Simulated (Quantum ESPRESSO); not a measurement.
# Equation of state of hcp Ti (space group 194): energy against volume (Quantum ESPRESSO, PBEsol)

```
CELL_PARAMETERS angstrom
      2.86435     0.00000     0.00000
     -1.43217     2.48060     0.00000
      0.00000     0.00000     4.54412
ATOMIC_POSITIONS crystal
  Ti 0.66667 0.33333 0.75000
  Ti 0.33333 0.66667 0.25000
```

Level of theory: PBEsol, GBRV 1.5 ultrasoft (PBESOL) pseudopotentials (plane waves; Quantum ESPRESSO). Settings: ecutwfc = 65 Ry; ecutrho = 520 Ry; occupations = smearing; smearing = fd; degauss = 0.0036749 Ry; potentials = {Ti: ti_pbesol_v1.4.uspp.F.UPF}; K_POINTS = automatic 23 23 13 0 0 0; conv_thr = 1e-10 Ry; mixing_beta = 0.7. The cell above is the first row's. The rows scale it uniformly. In all rows fractional positions and the k mesh are held. E is the free energy at the stated smearing, counted from the lowest row.

```csv
V (Å^3/atom),E (meV/atom)
16.144,7.66
16.495,0.91
16.846,0.00
17.196,4.41
17.547,13.66
17.898,27.30
18.249,44.93
18.600,66.19
18.951,?
```

The 8 complete rows are fitted with the third-order Birch-Murnaghan form, a cubic in V^(-2/3), E against V. With u = V^(-2/3) - 0.149, the rows have u = 0.007552, 0.005323, 0.003172, 0.001100, -0.000908, -0.002851, -0.004731, -0.006551. Least squares gives E = 8.866 - 4719.81·u + 609946·u² - 806653·u³. Residuals (row less fit): -0.001, 0.007, -0.006, -0.001, 0.005, 0.001, -0.003, 0.002; standard error 0.006 (degrees of freedom: 4). Its minimum lies at u = 0.003899, so V0 = (0.152899)^(-3/2) = 16.73. There d²E/du² = 1201000 and d³E/du³ = -4840000, so B0 = (4/9) × 16.73^(-7/3) × 1201000 × 0.160218 = 120 GPa (the last factor turns the table's units into GPa), and B0' = 4 + (2/3) × 0.152899 × (-4840000)/1201000 = 3.6. The program's pressures in the fitted runs (not shown) pass through zero at V = 16.72, 0.05 % from this V0.

### Question
Predict the withheld E at V = 18.951 from the fit, and compare with the calculation.

### Answer
u = -0.008316, so E = 8.866 - 4719.81 × (-0.008316) + 609946 × (-0.008316)² - 806653 × (-0.008316)³ = 90.761 meV/atom. The calculation gives 90.73 meV/atom, 0.031 meV/atom below the prediction (under 0.05 % of the range of E in the table). The row lies outside the fitted rows, so this is an extrapolation. From the scatter of the fitted rows alone, a prediction at this place has a standard error of 0.013 meV/atom, so the miss is 2.3 times that.

Carrying the step between the two nearest rows on in a straight line would have given 87.45, off by 3.28; series whose last step already gives the withheld value aren't shown. The scan was laid around a cell of about the measured size, scaled by a guess for this functional; axis ratios and inner coordinates come from that cell. The runs keep the symmetry of the cell, so they don't test it for distortions. Spin polarisation is off. The shape of the cell and the inner coordinates aren't relaxed, so V0 and B0 belong to this uniform scaling; a relaxed crystal lies no higher in energy and is usually softer. Cutoffs and mesh are single choices, not tested for convergence of this quantity. Series with a scatter that would blur these digits, or in which a gap closes, are not shown. Nor are scans whose minimum lies at an end fitted in this form.
